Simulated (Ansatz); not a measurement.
Start from Na₂S in the anti-fluorite structure (space group Fm-3m, No. 225; a = 6.568 Å).

Method: PBE (Ansatz, a quantum-chemistry and plane-wave program; PAW; 420 eV plane waves; no SOC).

Base values:

Lattice parameter a: 6.568 Å
Band gap: 2.45 eV

Modification: a hydrostatic pressure of 0.3 GPa.

Task: Estimate the effect on the lattice parameter a and band gap.

Result: The lattice parameter a falls by 0.023 Å to 6.545 Å; the band gap grows by 0.03 eV, from 2.45 eV to 2.48 eV.

Load acts through the strain it causes; cell and atoms are relaxed under it. No phonon test of stability was made.
